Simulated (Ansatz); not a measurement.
The parent structure is CeO2 in the fluorite structure (space group Fm-3m, No. 225; a = 5.464 Å).

All numbers come from PBE, PAW, 420 eV (Ansatz, a first-principles code; without spin-orbit coupling), earlier PAW set.

For the base:

- Band gap: 1.87 eV
- Pressure: 0.01 GPa

Perturbation: an isotropic linear strain of +0.34 %, atoms relaxed at fixed cell.

Question: Predict the new band gap and pressure.

Answer: The band gap shrinks by 0.03 eV (1.87 eV → 1.84 eV); the pressure shrinks by 1.73 GPa to -1.72 GPa.

Whether these cells are dynamically stable was not tested. Starting moments died away, wholly or in part, for the base; another magnetic solution may exist. The final runs are not spin-polarised.
